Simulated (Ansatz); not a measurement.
The parent structure is Rb in the bcc (W type) structure (space group Im-3m, No. 229; relaxed with 0.1 eV smearing).

```xyz
1
Lattice="-2.8376 2.8376 2.8376 2.8376 -2.8376 2.8376 2.8376 2.8376 -2.8376" Properties=species:S:1:pos:R:3 pbc="T T T"
Rb     0.0000     0.0000     0.0000
```

All numbers come from PBE (Ansatz, an electronic-structure program, PAW, spin-orbit coupling left out).

Strains are applied to the cell and any free atomic positions relax.

One change was made to it. Results:

```tsv
quantity	base	after
energy relative to the base (free energy F)	0 meV/atom	+2.8 meV/atom
pressure	0.0 GPa	-0.1 GPa
```

Problem. Which change produced these results?
(A) isotropic strain +2.50 %
(B) isotropic strain −0.50 %
(C) isotropic strain +0.50 %
(D) isotropic strain +2.00 %

Solution. D, isotropic strain +2.00 %. For comparison, the energy relative to the base in the other runs: isotropic strain −0.50 % gives +0.2 meV/atom; isotropic strain +2.50 % gives +4.2 meV/atom; isotropic strain +0.50 % gives +0.2 meV/atom.

Whether these cells are dynamically stable was not tested. All final runs are without spin polarisation.
